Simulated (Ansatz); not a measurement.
CsPbCl3: pressure series

The reference is CsPbCl$_{3}$ in the cubic perovskite structure (space group Pm-3m, No. 221).

```xyz
5
Lattice="5.7356 0.0000 0.0000 0.0000 5.7356 0.0000 0.0000 0.0000 5.7356" Properties=species:S:1:pos:R:3 pbc="T T T"
Cs     0.0000     0.0000     0.0000
Pb     2.8678     2.8678     2.8678
Cl     2.8678     0.0000     2.8678
Cl     0.0000     2.8678     2.8678
Cl     2.8678     2.8678     0.0000
```

Cell and atoms are relaxed at each pressure.

Computed with PBE (Ansatz, a quantum-chemistry and plane-wave program, PAW, no spin-orbit coupling).

Candidates:
(a) pressure −1 GPa
(b) pressure −2 GPa
(c) pressure 0.3 GPa
(d) pressure 7.5 GPa
(e) pressure 0.7 GPa

For the base:

- Band gap = 2.21 eV

**Question.** Order them by band gap, highest first.

**Answer.** (b) pressure −2 GPa (2.55 eV), (a) pressure −1 GPa (2.38 eV), (c) pressure 0.3 GPa (2.16 eV), (e) pressure 0.7 GPa (2.10 eV), (d) pressure 7.5 GPa (1.16 eV)

Spin-orbit coupling, missing from the scalar runs, can matter with Pb. Load acts through the strain it causes; cell and atoms are relaxed under it. No phonon test of stability was made. Competing high-pressure phases were not computed. Many cubic perovskites are stable only at high temperature; tilts and polar distortions were not tested. This is not the structure that CsPbCl3 has at room temperature and ambient pressure.
